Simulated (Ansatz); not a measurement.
CuI: response to strain

Base system: CuI in the zinc blende structure (space group F-43m, No. 216; a = 6.079 Å).

Strains are applied to the cell and any free atomic positions relax.

Calculations: PBE, PAW, 420 eV (Ansatz, a program for electronic structure; scalar-relativistic without spin-orbit coupling).

| isotropic strain (%) | band gap (eV) |
|---|---|
| -1.5 | 1.22 |
| -1 | 1.18 |
| -0.5 | 1.14 |
| 0 | 1.10 |
| 1 | 1.03 |
| 1.5 | ? |
| 2 | 0.96 |
| 2.5 | 0.92 |
| 3 | 0.89 |

Question: Fit E_g = E₀ + Dε (ε in %) to the rows shown and predict the withheld row.

Answer: Least squares on the printed values gives E₀ = 1.11 eV, D = -73.2 meV per % of strain (largest residual 0.01 eV); this predicts 1.00 eV, and the run gives 0.99 eV, in agreement.

Spin-orbit coupling, missing from the scalar runs, can matter with I. Whether these cells are dynamically stable was not tested. All final runs are without spin polarisation.
